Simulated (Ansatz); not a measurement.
## GaAs: alloy series

Consider GaAs in the zinc blende structure (space group F-43m, No. 216; a = 5.659 Å).

The other end (x = 1) is InAs in the zinc blende structure (space group F-43m, No. 216): 28.20 Å³/atom, gap zero.

In replaces a fraction x of Ga; each row is one arrangement (x, atoms in the cell, starting space group or random), fully relaxed.

The values are results of Ansatz (a program for electronic structure), PBEsol, PAW, cutoff 420 eV, spin-orbit coupling left out, not measurements.

**Question.** Only one of these keeps a band gap. Which?
A. x(In) = 0.25, 8 atoms, P-4m2
B. x(In) = 0.5, 4 atoms, P-4m2
C. x(In) = 0.333, 6 atoms, P3m1

**Answer.** A, x(In) = 0.25, 8 atoms, P-4m2. Computed: x(In) = 0.5, 4 atoms, P-4m2: zero; x(In) = 0.25, 8 atoms, P-4m2: 0.08 eV; x(In) = 0.333, 6 atoms, P3m1: zero

Each cell is one ordered arrangement of few atoms, which overstates ordering effects compared with a random alloy. Whether these cells are dynamically stable was not tested. All final runs are without spin polarisation. The zero or small gap of InGaAs2, InAs, InGa3As4 and InGa2As3 can change with the level of theory.
